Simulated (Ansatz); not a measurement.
# A constructed model of the (111) surface of fcc Au, (√3x√3)R30° surface alloy, Zn on one Au site of the top plane (bottom of the slab: a bare face, its two planes held)

These are PBE (plane waves to 420 eV, PAW; Ansatz, a quantum-chemistry and plane-wave program) values and carry that method's errors.

Model: 18-atom slab, 12.0 Å thick at the start, 9x9x1 mesh, Fermi-Dirac 0.1 eV, dipole correction, 6 atoms held, the rest relaxed; symmetry of the start imposed; no spin, no spin-orbit, no U. It is one candidate, not shown to be the stable structure of the face.

```json
{
 "work_function_of_the_top_face": "4.97 eV",
 "energy_released_by_relaxation": "0.016 eV",
 "cost": "about 6 core-minutes (a rough figure)"
}
```
